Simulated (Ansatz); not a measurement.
The starting structures come from a database of crystals and need not be the phases stable at ambient conditions.

The decay constant κ of evanescent states in the gap governs leakage through a thin film.

Input:

```
NaTaO3
1.0
    5.47713     0.00000     0.00000
    0.00000     5.47713     0.00000
    0.00000     0.00000     3.95914
Na Ta O
2 2 6
Direct
  0.00000   0.50000   0.50000
  0.50000   0.00000   0.50000
  0.00000   0.00000   0.00000
  0.50000   0.50000   0.00000
  0.30338   0.80338   0.00000
  0.69662   0.19662   0.00000
  0.19662   0.30338   0.00000
  0.80338   0.69662   0.00000
  0.00000   0.00000   0.50000
  0.50000   0.50000   0.50000
```

Space group of this cell: P4/mbm. The cell is taken as given.

Transport runs along the normal of the first two printed cell vectors, the (001) plane of the conventional cell.

The gap is the functional's own, uncorrected, and κ follows it; spin-orbit coupling is left out. Mid-gap values are interpolated between the computed energies.

### Question
State the band gap and the smallest decay constant κ at mid-gap according to Ansatz (an electronic-structure program) with PBEsol.

### Answer
Gap 2.31 eV on a 6×6×8 mesh; κ = 0.239 1/Å, at the zone centre.
